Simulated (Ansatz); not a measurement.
**Pd under a change: pressure 15 GPa**

The reference is Pd in the fcc (Cu type) structure (space group Fm-3m, No. 225; a = 3.840 Å).

It is then changed as follows: a hydrostatic pressure of 15 GPa.

The values are results of plane-wave PAW DFT at the LDA level (Ansatz, an electronic-structure program, 420 eV), no spin-orbit coupling, not measurements. Γ-centred 21×21×21 mesh, Fermi–Dirac width 0.05 eV.

The volume per atom shrinks by 0.78 Å³ (14.15 Å³ → 13.37 Å³) and the density grows by 0.73 g/cm³, from 12.49 g/cm³ to 13.22 g/cm³. The enthalpy H = E + PV relative to the base's energy amounts to +1.29 eV/atom and the band gap is still zero.

Final structure:

```
Pd
1.0
    0.00000     1.88382     1.88382
    1.88382     0.00000     1.88382
    1.88382     1.88382     0.00000
Pd
1
Direct
  0.00000   0.00000   0.00000
```

Cost of the whole job for the changed cell (relaxation, final SCF and bands): around 19 core-seconds (rough).

Load acts through the strain it causes; cell and atoms are relaxed under it. Stability against distortions was not tested. Competing high-pressure phases were not computed. All final runs are without spin polarisation.
